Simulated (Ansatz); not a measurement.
AlPt (model structure, Fm-3m, No. 225, 2 atoms in the cell): equilibrium lattice constant a by level of theory

No measured value is used here.

```json
[
 {"level (code)": "LDA (Ansatz)", "value (Å)": "5.042"},
 {"level (code)": "PBE (Ansatz)", "value (Å)": "5.136"},
 {"level (code)": "PBEsol (Ansatz)", "value (Å)": "5.081"},
 {"level (code)": "r²SCAN (Ansatz)", "value (Å)": "5.095"}
]
```

The crystal itself was run without spin with LDA, PBE, PBEsol, r²SCAN; a magnetic state was not tried in these runs. Density-functional levels without +SOC have no spin–orbit coupling. Cutoffs differ between the levels. Ansatz's density-functional and Hartree–Fock values are scalar-relativistic unless marked +SOC, with PAW data made under PBE.

A model structure was made by putting elements into a prototype or built by hand; it is no filed structure, need not be a known phase, and can be a saddle point held by its symmetry.

Ansatz is an electronic-structure program.
